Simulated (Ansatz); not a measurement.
**A computed series for SnO2: response to strain**

Base system: SnO₂ in the rutile structure (space group P4_2/mnm, No. 136).

```yaml
crystal:
  lattice:
    - [4.76854, 0.00000, 0.00000]
    - [0.00000, 4.76854, 0.00000]
    - [0.00000, 0.00000, 3.21140]
  atoms:
    - { symbol: Sn, position: [0.00000, 0.00000, 0.00000] }
    - { symbol: Sn, position: [0.50000, 0.50000, 0.50000] }
    - { symbol: O, position: [0.30630, 0.30630, 0.00000] }
    - { symbol: O, position: [0.80630, 0.19370, 0.50000] }
    - { symbol: O, position: [0.19370, 0.80630, 0.50000] }
    - { symbol: O, position: [0.69370, 0.69370, 0.00000] }
```

Cartesian axes are those of the cell as printed.

Strains are applied to the cell and any free atomic positions relax; under stress the whole cell relaxes.

Level of theory: Kohn–Sham DFT with the PBEsol functional, run in Ansatz (a program for electronic structure) with PAW and 420 eV plane waves, spin-orbit coupling left out, earlier PAW set.

Notes on the quantities. energy relative to the base: free energy F.

```tsv
case	volume per atom	energy relative to the base
base	12.17 Å³	0 meV/atom
isotropic strain +3.67 %	13.56 Å³	+78 meV/atom
uniaxial strain ε_zz = −0.67 %	12.09 Å³	+0.7 meV/atom
uniaxial strain ε_zz = +3.48 %	12.59 Å³	+17 meV/atom
tensor shear ε_yz = +3.83 %	12.15 Å³	+20 meV/atom
uniaxial stress, 3 GPa tension along z	12.20 Å³	+1.2 meV/atom
```

Beyond what the load breaks, stability against distortions was not tested. The final runs are not spin-polarised.
